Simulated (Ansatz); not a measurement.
Consider TiSi₂ (space group Fddd, No. 70; a = 4.8062 Å, b = 8.2649 Å, c = 8.5648 Å).

(Cell as relaxed with PBE.)

Levels (all Ansatz, a program for electronic structure, PAW, earlier PAW set): PBE (420 eV, no spin-orbit coupling); r2SCAN (500 eV, no SOC).

Each level relaxes its own structure.

```json
[
 {"base": "volume per atom", "PBE": "14.18 Å³", "r2SCAN": "13.97 Å³"},
 {"base": "band gap", "PBE": "zero", "r2SCAN": "zero"}
]
```

One thing is altered: the cell is scaled by 0.9731 in all directions; the atoms relax in the strained cell.

| quantity | PBE | r2SCAN |
|---|---|---|
| energy relative to the base (free energy F) | +45 meV/atom | (withheld) |
| pressure (mean of the normal stresses, compression positive) | 14.0 GPa | (withheld) |
| band gap | zero | (withheld) |

Problem. Predict the r2SCAN column.

Solution. 
- energy relative to the base (free energy F), r2SCAN: +47 meV/atom
- pressure (mean of the normal stresses, compression positive), r2SCAN: 14.7 GPa
- band gap, r2SCAN: zero

PBE's energy relative to the base lies 1.7 meV/atom below r2SCAN's; PBE's pressure lies 0.7 GPa below r2SCAN's; the two agree on the band gap. Neither level is exact; r2SCAN is the comparison here, not a measurement.

No phonon test of stability was made. All final runs are without spin polarisation.
